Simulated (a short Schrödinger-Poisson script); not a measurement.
Stack: MOS inversion layer, Si3N4 on p-type Si(100), at 300 K.

From the gate side: 2.6 nm Si3N4; 460 nm Si, acceptors 8.8e17 cm⁻³.

Constants are typed, rounded textbook-type inputs, not results; the design itself was drawn at random and stands for no fabricated device. Si3N4: permittivity 7.5, conduction-band edge (eV) 1.95, gap (eV) 5.1, electron mass (mₑ) 0.5. Si: permittivity 11.7, conduction-band edge (eV) 0, gap (eV) 1.124, Nv at 300 K (cm⁻³) 3.1e19.

Channel valleys (confinement mass, in-plane density-of-states mass, number): Δ2 0.916, 0.19, 2; Δ4 0.19, 0.417, 4. At the gate the conduction-band edge of layer 1 lies 2.3 eV − eVg above the Fermi level of the channel; the field vanishes at the back. Gaps are held at their typed values at every temperature. Mesh 0.03 nm at interfaces.

Solved with a short Schrödinger-Poisson script written for these runs: 1D Poisson equation in equilibrium, electrons quantum, Hartree (BenDaniel-Duke, 12 states a valley, the channel's in-plane mass for all, wave functions free to enter the dielectric), parabolic valleys, classical holes, full ionisation, no traps, pinning or gate leakage.

| Vg (V) | electrons (cm⁻²) | C (μF/cm²) | Δ2 E0 (meV from the Fermi level) | Δ4 E0 (meV from the Fermi level) |
|---|---|---|---|---|
| 0.45 | 2.48e9 | 0.267 | 203.8 | 257.6 |
| 0.5 | 1.27e10 | 0.308 | 161.2 | 215.8 |
| 0.55 | 5.98e10 | 0.488 | 120.8 | 176.3 |
| 0.6 | 2.12e11 | 0.879 | 87.4 | 143.9 |
| 0.65 | 5.12e11 | 1.26 | 63.9 | 121.4 |
| 0.7 | 9.22e11 | 1.50 | 47.6 | 106.4 |
| 0.75 | 1.40e12 | 1.64 | 35.6 | 95.7 |
| 0.8 | 1.92e12 | 1.74 | 26.2 | 87.6 |
| 0.85 | 2.46e12 | 1.80 | 18.4 | 81.1 |
| 0.9 | 3.03e12 | 1.85 | 11.7 | 75.7 |
| 0.95 | 3.61e12 | 1.89 | 5.8 | 71.1 |
| 1 | 4.20e12 | 1.92 | 0.5 | 67.0 |
| 1.05 | 4.80e12 | 1.94 | -4.3 | 63.3 |
| 1.1 | 5.41e12 | 1.96 | -8.9 | 60.0 |
| 1.15 | 6.02e12 | 1.98 | -13.1 | 57.0 |
| 1.2 | 6.64e12 | 2.00 | -17.0 | 54.1 |
| 1.25 | 7.27e12 | 2.01 | -20.8 | 51.5 |

Gate voltages with under 1e9 electrons/cm² are left out.

### Question
At Vg = 1.25 V the lowest Δ2 subband lies at -20.8 meV from the Fermi level. How many electrons does it hold, and what share of all?

### Answer
The two-dimensional density of states is g m/(πħ²) = 1.59e11 cm⁻² meV⁻¹ (both spins), kT = 25.9 meV, so n = D kT ln(1 + exp(−E/kT)) = 4.82e12 cm⁻², 0.66 of the 7.27e12 cm⁻² in all.

### Question
Compare the slope of the sheet density between 1.15 and 1.25 V with the geometric capacitance of the layers between gate and channel.

### Answer
q Δn/ΔV = 2.00 μF/cm²; ε0/Σ(t/ε) = 2.55 μF/cm². The ratio is 0.78: the channel acts as a further capacitance in series.
